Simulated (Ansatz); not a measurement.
## Bulk modulus of MgSc3N (model structure, started from the Ni3MgC type, Pm-3m, No. 221, 5 atoms in the cell) at several levels of theory

No measured value is used here.

```tsv
level (code)	value (GPa)	cell (Å³/atom)
LDA (Ansatz)	102	17.31
PBE (Ansatz)	90.6	18.48
PBEsol (Ansatz)	96.0	17.91
r²SCAN (Ansatz)	96.7	18.37
```

LDA, PBE, PBEsol, r²SCAN: the bulk modulus is −V dP/dV from two relaxed cells at ±2 % in volume. Each level is taken at its own relaxed cell. Cutoffs differ between the levels. Ansatz's density-functional and Hartree–Fock values are scalar-relativistic unless marked +SOC, with PAW data made under PBE.

A model structure was made by putting elements into a prototype or built by hand; it is no filed structure, need not be a known phase, and can be a saddle point held by its symmetry.

Ansatz is a program for electronic structure.
